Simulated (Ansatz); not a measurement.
The parent structure is KCl in the rock salt structure (space group Fm-3m, No. 225; a = 6.243 Å). Axes: x, y, z lie along the cube axes.

Calculations: PBEsol (Ansatz, a quantum-chemistry and plane-wave program), without spin-orbit coupling.

For the base:

```
Item                                        Result
-----------------------------  -------------------
Band gap                                   5.10 eV
Valence-band top at Γ          0.00, 0.00, 0.00 eV
Shortest interatomic distance              3.121 Å
```

It is then changed as follows: biaxial strain −2.50 %, plane normal [001], relaxed out of plane (Cartesian); in-plane vectors clamped, the third vector and the atoms free.

**Question.** Estimate the effect on the out-of-plane strain, band gap, valence-band top at Γ and shortest interatomic distance.

**Answer.** The out-of-plane strain comes out as +0.75 %; the band gap goes up by 0.13 eV, from 5.10 eV to 5.23 eV; the valence-band top at Γ (three highest levels, from the VBM) changes from 0.00, 0.00, 0.00 eV to 0.00, 0.00, -0.03 eV; the shortest interatomic distance shrinks by 0.078 Å, from 3.121 Å to 3.043 Å.

Stability against distortions was not tested.
